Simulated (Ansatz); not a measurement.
Crystal: C (Fd-3m, diamond, 2 atoms a cell, 5.6 Å³ an atom); planes in its conventional cell.

The numbers are results of r2SCAN (plane waves, PAW; Ansatz, a quantum-chemistry and plane-wave program), not measurements.

The gap is the functional's own. No spin-orbit coupling. Mid-gap values are interpolated on the energy grid.

| plane | area of the cell (Å²) | mid-gap κ (1/Å) | largest κ in the gap (1/Å) |
|---|---|---|---|
| (111) | 5.5 | 0.25 | 0.27 |
| (001) | 6.3 | … | … |
| (110) | 9.0 | 0.27 | … |

Question: The slowest decay depends on the direction. Supply the withheld values.

Answer: 
- (001), mid-gap κ (1/Å): 0.30
- (001), largest κ in the gap (1/Å): 0.31
- (110), largest κ in the gap (1/Å): 0.28
